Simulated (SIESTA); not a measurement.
A self-consistent single point of Bi (R-3m, 2 atoms in the cell) with SIESTA.

Computed with GGA PBEsol, numerical atomic orbitals DZP, PseudoDojo PBEsol standard norm-conserving potentials (rewritten from UPF to PSML) (SIESTA).

```
Bi
1.0
    4.22706    -2.30844     0.00000
    4.22706     2.30844     0.00000
    2.96639     0.00000     3.79440
Bi
2
Cartesian
  2.67240   0.00000   0.88789
  8.74811   0.00000   2.90651
```

Reference input (self-consistent single point, DFT, GGA PBE, numerical atomic orbitals DZP, PseudoDojo PBE standard norm-conserving potentials (rewritten from UPF to PSML)): XC.functional = GGA; XC.authors = PBE; potentials = PseudoDojo PBE standard; PAO.BasisSize = DZP; PAO.EnergyShift = 0.01 Ry; MeshCutoff = 350 Ry; kgrid.MonkhorstPack = 9 9 9; OccupationFunction = MP; OccupationMPOrder = 0; ElectronicTemperature = 3156.43 K; MaxSCFIterations = 150; SCF.Mixer.Method = Broyden. This run's input differs from it in these lines:

```diff
@@ -1,2 +1,2 @@
-# files in the folder: Bi.psml (PseudoDojo PBE standard)
+# files in the folder: Bi.psml (PseudoDojo PBEsol standard)
 SystemName  Bi
@@ -22,3 +22,3 @@
 XC.functional                GGA
-XC.authors                   PBE
+XC.authors                   PBEsol
 PAO.BasisSize                DZP
```

Output, abridged:

```
        iscf     Eharris(eV)        E_KS(eV)     FreeEng(eV)     dDmax    Ef(eV) dHmax(eV)
   scf:    1    -4446.354240    -4442.991591    -4443.001361  0.479511 -3.142462  2.892323
   scf:    2    -4443.140237    -4443.066878    -4443.076535  0.016193 -3.192415  2.479667
   scf:    3    -4443.399749    -4443.262585    -4443.271764  0.080616 -3.485667  0.098354
   scf:    4    -4443.263847    -4443.263237    -4443.272419  0.001625 -3.492440  0.068159
   scf:    5    -4443.265050    -4443.264390    -4443.273623  0.003482 -3.492785  0.006683
   [... 3 lines left out ...]
   scf:    9    -4443.264379    -4443.264383    -4443.273638  0.000167 -3.489712  0.000481
   scf:   10    -4443.264381    -4443.264382    -4443.273638  0.000043 -3.489608  0.000392
   scf:   11    -4443.264381    -4443.264381    -4443.273638  0.000011 -3.489601  0.000346
   scf:   12    -4443.264381    -4443.264381    -4443.273638  0.000006 -3.489608  0.000311
SCF Convergence by DM+H criterion
max |DM_out - DM_in|         :     0.0000058657
max |H_out - H_in|      (eV) :     0.0003113168
SCF cycle converged after 12 iterations

Using DM_out to compute the final energy and forces

siesta: E_KS(eV) =            -4443.2644

siesta: E_KS - E_eggbox =     -4443.2644

siesta: Atomic forces (eV/Ang):
     1    0.106105    0.000000    0.035253
     2   -0.106105    0.000000   -0.035254
   Tot   -0.000000    0.000000   -0.000000
   Max    0.106105
   Res    0.064552    sqrt( Sum f_i^2 / 3N )
   Max    0.106105    constrained

Stress tensor Voigt[x,y,z,yz,xz,xy] (kbar):       19.95       23.99       23.55        0.00       -1.34        0.00
(Free)E + p*V (eV/cell)    -4444.3135
Target enthalpy (eV/cell)    -4443.2736

siesta: Program's energy decomposition (eV):
siesta: FreeEng =     -4443.273638

   [... lines left out ...]
siesta:     0.012452   -0.000000   -0.000838
siesta:     0.000000    0.014976    0.000000
siesta:    -0.000838    0.000000    0.014697

siesta: Cell volume =         74.050794 Ang**3

siesta: Pressure (static):
siesta:                Solid            Molecule  Units
siesta:          -0.00015294         -0.00011784  Ry/Bohr**3
siesta:          -0.01404197         -0.01081974  eV/Ang**3
siesta:         -22.49770948        -17.33513133  kBar
```

The run converged in 12 iterations. Against the reference run the pressure goes from -0.05 to -2.25 GPa and the largest force goes from 0.173 to 0.112 eV/Å.

The starting cell has typed, rounded lattice constants, without a prior relaxation at this level. Its lattice was rescaled by a random factor within 2.5 % of one. Values carry the incompleteness of an atom-centred basis.
